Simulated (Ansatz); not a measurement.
**YAl3 (P6_3/mmc): band-structure transport figures**

Input:

```yaml
crystal:
  lattice:
    - [6.17215, 0.00000, 0.00000]
    - [-3.08607, 5.34523, 0.00000]
    - [0.00000, 0.00000, 4.63847]
  atoms:
    - { symbol: Y, position: [0.33333, 0.66667, 0.75000] }
    - { symbol: Y, position: [0.66667, 0.33333, 0.25000] }
    - { symbol: Al, position: [0.14832, 0.29664, 0.25000] }
    - { symbol: Al, position: [0.85168, 0.70336, 0.75000] }
    - { symbol: Al, position: [0.85168, 0.14832, 0.75000] }
    - { symbol: Al, position: [0.14832, 0.85168, 0.25000] }
    - { symbol: Al, position: [0.70336, 0.85168, 0.25000] }
    - { symbol: Al, position: [0.29664, 0.14832, 0.75000] }
```

Calculation: PBEsol, rigid bands (plane waves, PAW, scalar-relativistic; Ansatz, an electronic-structure program). Geometry: cell and atoms relaxed with PBEsol.

```yaml
density of states at the Fermi level: 3.38 states/(eV·cell), both spins
bare Sommerfeld coefficient: 1.00 mJ/(mol of atoms·K²)
drude_plasma_energy: 3.9 (x), 3.9 (y), 5.5 (z) eV
root-mean-square Fermi velocity: 5.9e5 m/s
resistivity times τ: 32 (x), 32 (y), 16.4 (z) ×10⁻²² Ω·m·s
```

A metal at this level (no band gap); rigid bands, thermally averaged at 300 K, both spins. Spin-orbit coupling is left out. τ is one relaxation time for all states.

Computed structure with no diffraction record at hand here (it may be known, metastable or hypothetical): YAl3 (P6_3/mmc).
